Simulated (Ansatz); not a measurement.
**Ansatz (a program for electronic structure) run on NbTeN (P4/nmm, 6 atoms in the cell): self-consistent single point**

Method of the run: r2SCAN, default PAW files made with PBE (plane waves; Ansatz).

Input:

Ansatz 0.2 input:
```yaml
crystal:
  lattice:
    - [3.58427000, 0.00000000, 0.00000000]
    - [0.00000000, 3.58427000, 0.00000000]
    - [0.00000000, 0.00000000, 9.54610000]
  atoms:
    - { symbol: Nb, position: [0.50000000, 0.00000000, 0.11438000] }
    - { symbol: Nb, position: [0.00000000, 0.50000000, 0.88562000] }
    - { symbol: Te, position: [0.50000000, 0.00000000, 0.69863000] }
    - { symbol: Te, position: [0.00000000, 0.50000000, 0.30137000] }
    - { symbol: N, position: [0.50000000, 0.50000000, 0.00000000] }
    - { symbol: N, position: [0.00000000, 0.00000000, 0.00000000] }
kpoints:
  mp_grid: { grid: [8, 8, 3] }
hamiltonian:
  xc: r2scan
  pseudopotentials: { kind: paw }
scf:
  occupations: { method: methfessel_paxton, width: 0.2 eV }
output:
  forces: true
  eigenvalues: true
  stress: true
```

Log, with long lists cut:

```
WARN basis.ecutwfc = 500 eV, the default
WARN ansatz: RAYON_NUM_THREADS=1 ignored (pool sized by the plan → 1); use --threads N
Pseudopotentials: kind: paw
Pseudopotential: Nb, paw, valence charge 13
Pseudopotential: Te, paw, valence charge 16
Pseudopotential: N, paw, valence charge 5
Crystal: 6 atoms, lattice volume = 122.639 Å³
Basis set: ecut = 500 eV, 3131 PW (Γ), exchange–correlation on 108×108×288 points (64 copies of the dense FFT grid, shifted against one another)
Bands: 41, of which v1, the nominal top of the filled ones, is band 34 counted from 1 (33 counted from 0)
Symmetry: 16 space group operations
Space group: P4/nmm (ITA 129), of the structure as read, at distance tolerance 5.0e-5 Å
k-points: 30 of 192
PAW frozen core: Nb, regenerated for the run's functional
PAW frozen core: Te, regenerated for the run's functional
PAW frozen core: N, regenerated for the run's functional
Initial density: superposition of atomic densities (neutral atoms: chi_scale 0, normalization atom), corrected by the library's trained network
Initial wavefunctions: pseudopotential atomic-orbital guess
Eigensolver: davidson
Functional: x = r2scan, c = r2scan; τ floored in thin density (d = 2e-4 eV/Å³)
SCF iter   1: F=—  HF=-23890.812709 eV  |F-HF|=—  |Δ(HF+E_count)|=         —  Δρ=1.98e-2  dr2=1.40e0  dr2_τ=3.36e-1  ethr=1.77e-3  ⟨swp⟩=6.1  Hψ=4687  notcnv=0
all-band conjugate gradients solve this SCF's bands
preconditioner: auto → LDOS
SCF iter   2: F=—  HF=-23890.794748 eV  |F-HF|=—  |Δ(HF+E_count)|=   1.80e-2  S|Δr|=    0.00e0  Δρ=9.11e-3  dr2=1.57e-1  dr2_τ=5.83e-2  ethr=1.77e-3  ⟨swp⟩=2.3  Hψ=1840  notcnv=0  defer=30
SCF iter   3: F=—  HF=-23890.789479 eV  |F-HF|=—  |Δ(HF+E_count)|=   5.27e-3  S|Δr|=    0.00e0  Δρ=3.96e-3  dr2=2.97e-2  dr2_τ=2.30e-3  ethr=2.30e-4  ⟨swp⟩=2.0  Hψ=1737  notcnv=0  defer=30
SCF iter   4: F=—  HF=-23890.785266 eV  |F-HF|=—  |Δ(HF+E_count)|=   4.21e-3  S|Δr|=    0.00e0  Δρ=9.49e-4  dr2=2.88e-3  dr2_τ=8.35e-5  ethr=4.37e-5  ⟨swp⟩=2.1  Hψ=1703  notcnv=0  defer=30
SCF iter   5: F=—  HF=-23890.785189 eV  |F-HF|=—  |Δ(HF+E_count)|=   7.71e-5  S|Δr|=    0.00e0  Δρ=2.52e-4  dr2=1.26e-4  dr2_τ=2.56e-6  ethr=4.24e-6  ⟨swp⟩=2.1  Hψ=1341  notcnv=0  defer=30
SCF iter   6: F=—  HF=-23890.785212 eV  |F-HF|=—  |Δ(HF+E_count)|=   2.23e-5  S|Δr|=    0.00e0  Δρ=5.35e-5  dr2=3.06e-6  dr2_τ=1.19e-7  ethr=1.85e-7  ⟨swp⟩=2.3  Hψ=1836  notcnv=0  defer=30
SCF iter   7: F=—  HF=-23890.785214 eV  |F-HF|=—  |Δ(HF+E_count)|=   2.28e-6  S|Δr|=    0.00e0  Δρ=2.10e-5  dr2=1.21e-6  dr2_τ=8.20e-8  ethr=4.50e-9  ⟨swp⟩=2.0  Hψ=2124  notcnv=0  defer=29
SCF iter   8: F=-23890.785214 eV  HF=-23890.785214 eV  |F-HF|=4.88e-9  |Δ(HF+E_count)|=   1.62e-7  S|Δr|=    0.00e0  Δρ=4.01e-6  dr2=3.23e-8  dr2_τ=2.35e-9  ethr=1.47e-10  ⟨swp⟩=9.7  Hψ=5973  notcnv=0
SCF 1 converged in 8 iterations: F = -23890.785214 eV  dr2 = 3.23e-8
SCF converged after 8 iterations
Stability not checked (fill_not_monotonic)
Free energy (F): -23890.785214 eV
Harris-Foulkes:  -23890.785214 eV  (|F-HF|=4.88e-9)
Internal energy: -23890.781547 eV  (E = F + TS)
E sigma→0 (E₀):  -23890.784297 eV
Entropy (-TS):   -0.003667 eV (-0.611 meV/atom)
Fermi energy:    11.099860 eV
--- Per-component energies (eV) ---
  E_band       = -825.191432
  E_kinetic    = 1405.558480
  E_local      = -6487.383039  (includes V_loc(G=0)·N_el)
  E_nonlocal   = -296.058872
  E_hartree    = 3199.672381
  E_xc         = -688.451245
  E_vxc        = -863.489547  (∫ρ·V_xc dr)
  E_paw        = -15808.764648  (= ΣΔE_a)
  E_vpaw       = -1035.310746  (= ΣTr[D̂ρ^β])
  E_aug_tail   = -0.000032  (compensation charges beyond the density's cutoff)
  E_vtau       = 52.153542  (kinetic-family band-sum trace: ∫τ·v_τ [+ j·A + Jᵃ·Aᵃ] dr)
  E_ewald      = -5215.480293
  E_core_change = 0.125720  (= ΣΔE_core)
  E_smearing   = -0.003667  (= −TS)
  E_closure    = -0.000000  (closes the sum)
  Σ components = -23890.785214   (vs F -23890.785214, Δ=0.00e0)
--- Forces (eV/Å), atoms counted from 1 ---
  atom   1  Nb     0.00000000     0.00000000    -0.65533397
  atom   2  Nb     0.00000000     0.00000000     0.65533397
  atom   3  Te    -0.00000000     0.00000000     0.12183711
  atom   4  Te     0.00000000     0.00000000    -0.12183711
  atom   5  N      0.00000000     0.00000000     0.00000000
  atom   6  N      0.00000000     0.00000000     0.00000000
  max |Σ_I F_I| component: 1.67e-16 eV/Å
--- Stress (GPa, compression-positive) ---
       -3.098434       0.000000       0.000000
        0.000000      -3.098434       0.000000
        0.000000       0.000000      -3.216735
  P = ⅓ Tr σ = -3.1379 GPa (-31.379 kbar)
  The stress holds the Pulay correction. Without it, at fixed plane waves, as pw.x and ABINIT print it: P = -3.1848 GPa
--- Band table (eV; the first three rows and the last of 30) ---
  k-point 0: bands = ["-47.1125", "-47.0693", "-26.3723", "-26.3722", "-26.3609", "-26.3608", "-26.2989", "-26.2989", "-26.2986", "-26.2986", "-26.2793", "-26.2790", "-22.6642", "-22.4041", "-22.4041", "-22.3745", "-22.2718", "-22.2718", "-5.7350", [...]
  k-point 1: bands = ["-47.1125", "-47.0693", "-26.3723", "-26.3722", "-26.3609", "-26.3608", "-26.2989", "-26.2989", "-26.2987", "-26.2987", "-26.2792", "-26.2791", "-22.6642", "-22.4041", "-22.4041", "-22.3745", "-22.2718", "-22.2718", "-5.7344", [...]
  k-point 2: bands = ["-47.1097", "-47.0697", "-26.3703", "-26.3702", "-26.3616", "-26.3616", "-26.2996", "-26.2993", "-26.2988", "-26.2985", "-26.2785", "-26.2783", "-22.6609", "-22.4517", "-22.3974", "-22.3557", "-22.2923", "-22.2752", "-5.6290", [...]
  k-point 29: bands = ["-47.0742", "-47.0742", "-26.3716", "-26.3716", "-26.3442", "-26.3442", "-26.3041", "-26.3041", "-26.3037", "-26.3037", "-26.2690", "-26.2690", "-22.6364", "-22.6364", "-22.4683", "-22.4683", "-22.3652", "-22.3652", "-4.2752", [...]
```

The run converged in 8 iterations.

The starting cell comes from a database of computed structures (which also holds hypothetical and non-ambient phases and stackings), without a prior relaxation at this level. Spin-orbit coupling is off. Spin polarisation is off. With a pressure of about -3 GPa the cell is away from its equilibrium volume at this level. Ansatz's pressure includes its estimate of the finite-basis (Pulay) stress.
